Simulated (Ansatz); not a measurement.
Consider BAs in the zinc blende structure (space group F-43m, No. 216; a = 4.7322 Å). Axes: x, y, z lie along the cube axes.

All numbers come from Kohn–Sham DFT with the LDA functional, run in Ansatz (a first-principles code) with PAW and 420 eV plane waves, spin-orbit coupling left out.

Strains are applied to the cell and any free atomic positions relax; under biaxial strain the out-of-plane vector relaxes too.

One change was made to it. Results:

| quantity | base | after |
|---|---|---|
| energy relative to the base (free energy F) | 0 meV/atom | +8.6 meV/atom |
| valence-band top at Γ (three highest levels, from the VBM) | 0.00, 0.00, 0.00 eV | 0.00, -0.15, -0.15 eV |

What was done to the base?
A) biaxial strain +1.67 %, plane normal [111], relaxed out of plane
B) biaxial strain −2.50 %, plane normal [111], relaxed out of plane
C) biaxial strain +0.42 %, plane normal [111], relaxed out of plane

A, biaxial strain +1.67 %, plane normal [111], relaxed out of plane. For comparison, the energy relative to the base in the other runs: biaxial strain +0.42 %, plane normal [111], relaxed out of plane gives +0.6 meV/atom; biaxial strain −2.50 %, plane normal [111], relaxed out of plane gives +21 meV/atom.

The levels and masses belong to the bands next to the band gap. Stability against distortions was not tested.
